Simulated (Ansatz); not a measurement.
InSe under a change: biaxial strain +0.54 %, plane normal [001], relaxed out of plane

The parent structure is InSe in the beta-GaS type structure (space group P6_3/mmc, No. 194; a = 4.032 Å, c = 16.764 Å; layered, stacked along the Cartesian z axis). Axes: x lies along a and z along c of the hexagonal cell.

Now apply this change: biaxial strain +0.54 %, plane normal [001], relaxed out of plane (Cartesian); in-plane vectors clamped, the third vector and the atoms free.

Level of theory: PBE-D3(BJ)/PAW in Ansatz (a quantum-chemistry and plane-wave program), spin-orbit coupling left out. Γ-centred 9×9×2 mesh, Fermi–Dirac width 0.05 eV.

The volume per atom grows by 0.22 Å³ to 29.72 Å³ and the shortest interatomic distance goes up by 0.005 Å to 2.665 Å. The pressure (mean of the normal stresses, compression positive) goes from zero to -2.6 kbar and the band gap decreases by 0.10 eV, from 0.37 eV to 0.27 eV. The gap character is still direct at Γ and the width of the top valence band stays 1.71 eV. The electron mass becomes 0.033 mₑ out of plane, 0.11 mₑ in plane (at Γ) (base: 0.042 mₑ along c, 0.11 mₑ across (at Γ)) and the hole mass goes from 0.041 mₑ along c, 2.9 mₑ across (at Γ) to 0.032 mₑ out of plane, 2.3 mₑ in plane (at Γ). The valence-band top at Γ (three highest levels, from the VBM) changes from 0.00, -1.09, -1.09 eV to 0.00, -1.16, -1.16 eV and the valley order (the lowest conduction-band minima on the path, energy above the VBM, named in the base's zone) changes from Γ 0.37 eV; M (1/2, 0, 0) 1.12 eV; K (1/3, 1/3, 0) 1.51 eV to Γ 0.27 eV; M (0, 1/2, 0) 1.08 eV; K (-1/3, -1/3, 0) 1.51 eV. The out-of-plane strain comes out as -0.35 % and the mean in-plane stress (compression positive) is -0.4 GPa.

Final structure (turned so that z lies along the plane normal):

```yaml
crystal:
  lattice:
    - [4.05387, 0.00000, 0.00000]
    - [2.02693, 3.51075, 0.00000]
    - [0.00000, 0.00000, 16.70556]
  atoms:
    - { symbol: In, position: [0.33333, 0.33333, 0.66634] }
    - { symbol: In, position: [0.66667, 0.66667, 0.16634] }
    - { symbol: In, position: [0.66667, 0.66667, 0.33366] }
    - { symbol: In, position: [0.33333, 0.33333, 0.83366] }
    - { symbol: Se, position: [0.33333, 0.33333, 0.09006] }
    - { symbol: Se, position: [0.66667, 0.66667, 0.59006] }
    - { symbol: Se, position: [0.66667, 0.66667, 0.90994] }
    - { symbol: Se, position: [0.33333, 0.33333, 0.40994] }
```

Effective masses come from finite differences of ±0.01 Å⁻¹. Stability against distortions was not tested. A zero or small gap of InSe under biaxial strain +0.54 %, plane normal [001], relaxed out of plane can be the functional's error rather than a property of the material.
